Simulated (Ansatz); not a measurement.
Take BeS (space group P6_422, No. 181; a hypothetical phase, not in the database extracts checked) as the base.

```cif
data_Be3S3
_chemical_formula_sum 'Be3 S3'
_space_group_name_H-M_alt 'P6422'
_space_group_IT_number 181
_space_group_name_Hall 'P 64 2 (0 0 2)'
_cell_length_a 3.42362
_cell_length_b 3.42362
_cell_length_c 7.74571
_cell_angle_alpha 90.000
_cell_angle_beta 90.000
_cell_angle_gamma 120.000
loop_
_atom_site_label
_atom_site_type_symbol
_atom_site_symmetry_multiplicity
_atom_site_Wyckoff_symbol
_atom_site_fract_x
_atom_site_fract_y
_atom_site_fract_z
_atom_site_occupancy
Be1 Be 3 c 0.50000 0.00000 0.00000 1
S1 S 3 d 0.50000 0.00000 0.50000 1
```

Method: DFT with PBEsol, PAW potentials and a 420 eV plane-wave cutoff in Ansatz (a first-principles code), scalar-relativistic without spin-orbit coupling.

Carriers are added at fixed cell with a uniform background; the Fermi–Dirac width is that of 300 K.

One change was made to it. Results:

The Fermi level relative to the doped band's edge (positive inside the band; to 0.05 eV) is +0.95 eV; the gap between the host's bands falls by 0.067 eV to 2.42 eV; the gap character remains indirect, Γ → M.

Task: What was done to the base?
A. electrons 1.0×10^22 cm⁻³
B. holes 2.0×10^22 cm⁻³
C. holes 1.0×10^22 cm⁻³
D. electrons 3.0×10^21 cm⁻³

Result: A, electrons 1.0×10^22 cm⁻³. For comparison, the gap between the host's bands in the other runs: holes 1.0×10^22 cm⁻³ gives 2.72 eV; holes 2.0×10^22 cm⁻³ gives 2.95 eV; electrons 3.0×10^21 cm⁻³ gives 2.46 eV.

Carriers are added with a uniform compensating background; total energy and stress of such cells depend on the potential's zero and are not compared; many-body gap narrowing is missing at this level. No phonon test of stability was made. The base started in P3_121 and relaxed to P6_422 at this level.
